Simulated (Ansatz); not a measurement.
We consider BeAl (model structure, started from the CuAu type, P4/mmm, No. 123, 2 atoms in the cell), described by r²SCAN (plane waves, PAW; Ansatz, a first-principles code).

Numerical settings: plane-wave cutoff 560 eV, 20×20×16 k mesh (along the axes of the cell as run), Fermi–Dirac smearing 0.05 eV, scalar-relativistic PAW data made under PBE.

Cell (relaxed at this level):

```cif
data_AlBe
_chemical_formula_sum 'Be1 Al1'
_space_group_name_H-M_alt 'P 1'
_space_group_IT_number 1
_cell_length_a 2.64742
_cell_length_b 2.64742
_cell_length_c 3.54706
_cell_angle_alpha 90.000
_cell_angle_beta 90.000
_cell_angle_gamma 90.000
loop_
_space_group_symop_operation_xyz
  'x, y, z'
loop_
_atom_site_label
_atom_site_type_symbol
_atom_site_fract_x
_atom_site_fract_y
_atom_site_fract_z
_atom_site_occupancy
Be1 Be 0.50000 0.50000 0.50000 1
Al1 Al 0.00000 0.00000 0.00000 1
```

Question: Estimate the bulk modulus B0 that the calculation returns.

Answer: 
bulk modulus B0: 97.0 GPa

The run finds no gap.

Note: the bulk modulus is −V dP/dV from two relaxed cells at ±2 % in volume; the relaxation could raise the start's symmetry but not lower it, so the cell can be a saddle point.

The computed numbers hold no vibrational or temperature effects.

A model structure was made by putting elements into a prototype or built by hand; it is no filed structure, need not be a known phase, and can be a saddle point held by its symmetry.
